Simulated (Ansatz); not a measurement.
Given:

```xyz
2
Lattice="0.0000 2.7454 2.7454 2.7454 0.0000 2.7454 2.7454 2.7454 0.0000" Properties=species:S:1:pos:R:3 pbc="T T T"
Ga     0.0000     0.0000     0.0000
As     1.3727     1.3727     1.3727
```

No spin polarisation.

Computed with Ansatz (an electronic-structure program) LDA, no spin-orbit coupling. Settings: 10×10×10 k-points, 0.05 eV Fermi–Dirac smearing.

**Question.** Predict the electron mass.

**Answer.** 0.052 mₑ (at Γ).

**Question.** What is the computed gap character?

**Answer.** Direct at Γ.

**Question.** Estimate the pressure.

**Answer.** 5.20 GPa.

**Question.** What is the computed hole mass (degenerate bands, along [100])?

**Answer.** 0.051, 0.31, 0.31 mₑ (at Γ).

The cells carry an imposed strain or load. Effective masses come from finite differences of ±0.01 Å⁻¹. Whether these cells are dynamically stable was not tested. The cell was made from GaAs in the zinc blende structure (space group F-43m, No. 216) by this change: isotropic strain −2.00 %.
